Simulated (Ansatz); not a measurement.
The reference is KF in the rock salt structure (space group Fm-3m, No. 225; a = 5.307 Å). Axes: x, y, z lie along the cube axes.

Calculations: PBEsol, PAW, 420 eV (Ansatz, a quantum-chemistry and plane-wave program; no spin-orbit coupling).

Before the change:

```
Quantity                            Result
---------------------  -------------------
Gap character                  direct at Γ
Band gap                           6.15 eV
Valence-band top at Γ  0.00, 0.00, 0.00 eV
```

The change: the cell is stretched by 2.50 % along z with no lateral relaxation; the atoms relax in the strained cell.

What happens to the gap character?

The gap character remains direct at Γ.

Estimate the effect on the band gap.

The band gap shrinks by 0.14 eV to 6.01 eV.

Predict the new valence-band top at Γ.

The valence-band top at Γ (three highest levels, from the VBM) goes from 0.00, 0.00, 0.00 eV to 0.00, 0.00, -0.03 eV.

Predict the new stress.

The stress (xx, yy, zz, yz, xz, xy; compression positive) amounts to (-0.36, -0.36, -1.46, 0.00, 0.00, 0.00) GPa.

Stability against distortions was not tested. k-point labels follow each cell's own Brillouin zone.
